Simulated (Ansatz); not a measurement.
What non-magnetic does to NiO

Consider NiO in the rock salt structure (space group Fm-3m, No. 225; a = 4.204 Å; ferromagnetic).

Modification: the non-magnetic state is imposed and the cell is relaxed again.

The values are results of plane-wave PAW DFT at the PBEsol+U (U_eff on d states: Ni 6.20 eV) level (Ansatz, a first-principles code, 420 eV), no SOC, not measurements. Γ-centred 19×19×19 mesh, Fermi–Dirac width 0.05 eV, for the changed cell.

```json
[
 {"quantity": "volume per atom", "base": "9.29 Å³", "changed": "8.56 Å³", "shift": "-0.73 Å³"},
 {"quantity": "lattice parameter a", "base": "4.204 Å", "changed": "4.092 Å", "shift": "-0.112 Å"},
 {"quantity": "space group (of the atoms, moments ignored)", "base": "Fm-3m (No. 225)", "changed": "Fm-3m (No. 225)", "shift": "–"},
 {"quantity": "shortest interatomic distance", "base": "2.102 Å", "changed": "2.046 Å", "shift": "-0.056 Å"},
 {"quantity": "energy relative to the base (σ→0) (to 0.01 eV only: unlike meshes or grids)", "base": "0.00 eV/atom", "changed": "+0.88 eV/atom", "shift": "+0.88 eV/atom"},
 {"quantity": "band gap", "base": "1.93 eV", "changed": "zero", "shift": "–"}
]
```

Final structure:

```
NiO
1.0
    0.00000     2.04586     2.04586
    2.04586     0.00000     2.04586
    2.04586     2.04586     0.00000
O Ni
1 1
Direct
  0.00000   0.00000   0.00000
  0.50000   0.50000   0.50000
```

Cost of the whole job for the changed cell (relaxation, final SCF and bands): about 22 core-seconds (a rough figure).

Other magnetic orders, which the real material may have, were not ruled out. No phonon test of stability was made. Where the two band edges lie in opposite spin channels, the gap is a spin-flip gap. Spin-polarised in the final run: base; the other runs are not. In its common phase, real NiO is an antiferromagnetic insulator at low temperature. The U values are a database's picks, fitted on other projectors than the ortho-atomic ones used here.
